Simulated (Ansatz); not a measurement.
The structure below was relaxed with Ansatz (a program for electronic structure), r2SCAN, PAW, cutoff 500 eV, no SOC, earlier PAW set, at pressure 0.3 GPa.

Space group I-42d (No. 122); a = b = 5.527 Å, c = 8.697 Å, α = β = γ = 90.00°

```tsv
atom	site	symmetry	x	y	z
Si	4a	-4..	0.0000	0.0000	0.0000
S	8d	.2.	0.2500	0.2803	0.3750
```

Q: Write out a cell with all atoms.

A: 
```cif
data_S8Si4
_chemical_formula_sum 'Si4 S8'
_space_group_name_H-M_alt 'P 1'
_space_group_IT_number 1
_cell_length_a 5.52691
_cell_length_b 5.52691
_cell_length_c 8.69690
_cell_angle_alpha 90.000
_cell_angle_beta 90.000
_cell_angle_gamma 90.000
loop_
_space_group_symop_operation_xyz
  'x, y, z'
loop_
_atom_site_label
_atom_site_type_symbol
_atom_site_fract_x
_atom_site_fract_y
_atom_site_fract_z
_atom_site_occupancy
Si1 Si 0.00000 0.50000 0.25000 1
Si2 Si 0.00000 0.00000 0.00000 1
S1 S 0.75000 0.71967 0.37500 1
S2 S 0.21967 0.75000 0.12500 1
S3 S 0.25000 0.28033 0.37500 1
S4 S 0.78033 0.25000 0.12500 1
Si3 Si 0.50000 0.00000 0.75000 1
Si4 Si 0.50000 0.50000 0.50000 1
S5 S 0.25000 0.21967 0.87500 1
S6 S 0.71967 0.25000 0.62500 1
S7 S 0.75000 0.78033 0.87500 1
S8 S 0.28033 0.75000 0.62500 1
```
This is the conventional cell.

Load acts through the strain it causes; cell and atoms are relaxed under it. Stability against distortions was not tested. The cell was made from SiS$_{2}$ (space group I-42d, No. 122) by this change: pressure 0.3 GPa.
